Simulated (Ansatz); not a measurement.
**C with two functionals, Li interstitial (started 1.80 Å from the nearest host atom)**

Base system: an 8-atom supercell of C in the graphite type structure (space group P6_3/mmc, No. 194; a = 2.4650 Å, c = 6.7305 Å; layered, stacked along the Cartesian z axis) at its relaxed geometry.

(Cell as relaxed with PBE-D3(BJ).)

Levels (all Ansatz, an electronic-structure program, PAW): PBE-D3(BJ) (420 eV, spin-orbit coupling left out); r2SCAN+rVV10 (500 eV, without spin-orbit coupling).

Each level relaxes its own structure.

It is then changed as follows: a neutral Li interstitial (started 1.81 Å from the nearest host atom), atoms relaxed at fixed cell, starting from a slightly rattled geometry.

```tsv
quantity	PBE-D3(BJ)	r2SCAN+rVV10
pressure	6.4 GPa	…
largest displacement of a host atom from its site in the perfect cell	0.73 Å	…
final site of the added atom	12 C at 2.29 Å	…
```

Q: What does r2SCAN+rVV10 give?

A: 
- pressure, r2SCAN+rVV10: 8.8 GPa
- largest displacement of a host atom from its site in the perfect cell, r2SCAN+rVV10: 0.72 Å
- final site of the added atom, r2SCAN+rVV10: 12 C at 2.29 Å

PBE-D3(BJ)'s pressure lies 2.46 GPa below r2SCAN+rVV10's; the two agree on the final site of the added atom. Neither level is exact; r2SCAN+rVV10 is the comparison here, not a measurement.

In so small a cell the defect repeats every few ångströms: this is an ordered compound, not a dilute defect. The mesh was chosen for an insulator and is coarse for the gapless case. All final runs are without spin polarisation.
